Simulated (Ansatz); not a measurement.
Defect migration in fcc Cu: Cu vacancy, neutral cell. The step: a nearby Cu atom hops onto the vacant site; the atom moves 2.51 Å along (0.00, 0.49, -0.49) of the unit cell; the moving atom starts with neighbours 4 Cu at 2.54, 2 Cu at 2.57, 4 Cu at 2.58, Cu at 2.59 Å and ends with 4 Cu at 2.54, 2 Cu at 2.57, 4 Cu at 2.58, Cu at 2.59 Å. A PBE band in Ansatz (plane-wave PAW, a 3×3×3 k-point mesh shifted by half a step, 32 host sites, 17 SCF runs with any check of the saddle's order, static, no finite-size correction) gives a forward barrier of 0.76 eV. The saddle point's order was not checked, and it lies on a symmetry element of the cell, where a band can be held. Forms of the defect that were not tried may lie lower.

Single points at the band's start and saddle point can refine it. Rough cost of one point, in units of the band's mean SCF on the same machine:

```csv
Level,Cost of one point
"PBE, a 5×5×5 k-point mesh shifted by half a step",about 4
"r2SCAN at 500 eV, a 3×3×3 k-point mesh shifted by half a step",about 3
```

Which of these move the barrier by more than 0.1 eV, and how far does each move it?

Not one does. PBE, a 5×5×5 k-point mesh shifted by half a step: -0.01 eV; r2SCAN at 500 eV, a 3×3×3 k-point mesh shifted by half a step: 0.00 eV. Each functional is compared with PBE at the same k-points.

Ansatz is a quantum-chemistry and plane-wave program.
